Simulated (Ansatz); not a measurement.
The starting structures come from a database of crystals and need not be the phases stable at ambient conditions.

Input:

```yaml
crystal:
  lattice:
    - [7.75724, 0.00000, 0.00000]
    - [-0.05577, 9.15505, 0.00000]
    - [0.23510, -3.28872, 3.30607]
  atoms:
    - { symbol: Ge, position: [0.50000, 0.50000, 0.00000] }
    - { symbol: Ge, position: [0.00000, 0.00000, 0.00000] }
    - { symbol: P, position: [0.68930, 0.25400, 0.14180] }
    - { symbol: P, position: [0.31070, 0.74600, 0.85820] }
    - { symbol: P, position: [0.76270, 0.86060, 0.33940] }
    - { symbol: P, position: [0.23730, 0.13940, 0.66060] }
    - { symbol: O, position: [0.80740, 0.93500, 0.14180] }
    - { symbol: O, position: [0.19260, 0.06500, 0.85820] }
    - { symbol: O, position: [0.56190, 0.29500, 0.44920] }
    - { symbol: O, position: [0.43810, 0.70500, 0.55080] }
    - { symbol: O, position: [0.63760, 0.03320, 0.72820] }
    - { symbol: O, position: [0.36240, 0.96680, 0.27180] }
    - { symbol: O, position: [0.32550, 0.59560, 0.89590] }
    - { symbol: O, position: [0.67450, 0.40440, 0.10410] }
    - { symbol: O, position: [0.34120, 0.32880, 0.94380] }
    - { symbol: O, position: [0.65880, 0.67120, 0.05620] }
    - { symbol: O, position: [0.12290, 0.76670, 0.80920] }
    - { symbol: O, position: [0.87710, 0.23330, 0.19080] }
    - { symbol: O, position: [0.08080, 0.16720, 0.51920] }
    - { symbol: O, position: [0.91920, 0.83280, 0.48080] }
```

Space group of this cell: P-1. The cell is taken as given; by r2SCAN its mean pressure is 1.1 GPa.

Transport runs along the normal of the first two printed cell vectors.

The gap is the functional's own, uncorrected, and κ follows it; spin-orbit coupling is left out. Mid-gap values are interpolated between the computed energies.

Question: State the band gap and the smallest decay constant κ at mid-gap according to Ansatz (a first-principles code) with r2SCAN.

Answer: Gap 5.16 eV on a 4×6×10 mesh; κ = 0.467 1/Å, at the zone centre.
